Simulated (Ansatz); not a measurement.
# HgTe: response to strain

Consider HgTe in the zinc blende structure (space group F-43m, No. 216; a = 6.573 Å).

Strains are applied to the cell and any free atomic positions relax.

All numbers come from r2SCAN (Ansatz, a quantum-chemistry and plane-wave program, PAW, no spin-orbit coupling).

Notes on the quantities. energy relative to the base: free energy F.

```tsv
variant	volume per atom	energy relative to the base	pressure
base	35.49 Å³	0 meV/atom	0.0 GPa
isotropic strain +0.50 %	36.03 Å³	+1.0 meV/atom	-0.6 GPa
isotropic strain +1.00 %	36.57 Å³	+3.8 meV/atom	-1.1 GPa
isotropic strain +1.50 %	37.12 Å³	(withheld)	(withheld)
isotropic strain +2.00 %	37.67 Å³	+15 meV/atom	-2.0 GPa
isotropic strain +2.50 %	38.22 Å³	+23 meV/atom	-2.5 GPa
isotropic strain +3.00 %	38.79 Å³	+32 meV/atom	-2.8 GPa
```

Task: Fill in the withheld entries from the trend.

Result: 
- isotropic strain +1.50 %, energy relative to the base: +8.5 meV/atom
- isotropic strain +1.50 %, pressure: -1.6 GPa

Whether these cells are dynamically stable was not tested. All final runs are without spin polarisation.
